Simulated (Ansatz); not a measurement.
The reference is PtTe$_{2}$ (space group P-3m1, No. 164; a = 4.053 Å, c = 5.097 Å; layered; relaxed with 0.1 eV smearing). Axes: x lies along a and z along c of the hexagonal cell.

All numbers come from DFT with PBE-D3(BJ), PAW potentials and a 420 eV plane-wave cutoff in Ansatz (an electronic-structure program), scalar-relativistic without spin-orbit coupling.

Before the change:

The pressure is 0.0 GPa.

Now apply this change: uniaxial strain ε_zz = −2.50 %, all other strain components held at zero, atoms relaxed at fixed cell.

**Question.** Estimate the effect on the energy relative to the base, largest internal atomic displacement and pressure.

**Answer.** The energy goes up by 4.0 meV/atom; the largest internal atomic displacement is 0.018 Å; the pressure (mean of the normal stresses, compression positive) goes from zero to 1.6 GPa.

No phonon test of stability was made. The final runs are not spin-polarised.
